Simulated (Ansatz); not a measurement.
Take BaTiO$_{3}$ in the cubic perovskite structure (space group Pm-3m, No. 221; a = 3.935 Å) as the base. Axes: x, y, z lie along the cube axes.

The values are results of DFT with LDA, PAW potentials and a 420 eV plane-wave cutoff in Ansatz (an electronic-structure program), spin-orbit coupling left out, not measurements.

Base values:

| Quantity | Result |
|---|---|
| Pressure | -0.01 GPa |
| Band gap | 1.83 eV |
| Smallest direct gap | 1.87 eV |
| Shortest interatomic distance | 1.967 Å |

Now apply this change: the cell is compressed by 1.20 % along z with no lateral relaxation; the atoms relax in the strained cell.

**Question.** What happens to the pressure, band gap, smallest direct gap, energy relative to the base and shortest interatomic distance?

**Answer.** The pressure (mean of the normal stresses, compression positive) goes up by 2.47 GPa to 2.46 GPa; the band gap is nearly the same (1.83 eV against 1.82 eV); the smallest direct gap drops by 0.02 eV, from 1.87 eV to 1.85 eV; the energy rises by 2.0 meV/atom; the shortest interatomic distance shrinks by 0.0236 Å (1.967 Å → 1.944 Å).

Stability against distortions was not tested. All final runs are without spin polarisation. Many cubic perovskites are stable only at high temperature; tilts and polar distortions were not tested. This is not the structure that BaTiO3 has at room temperature and ambient pressure.
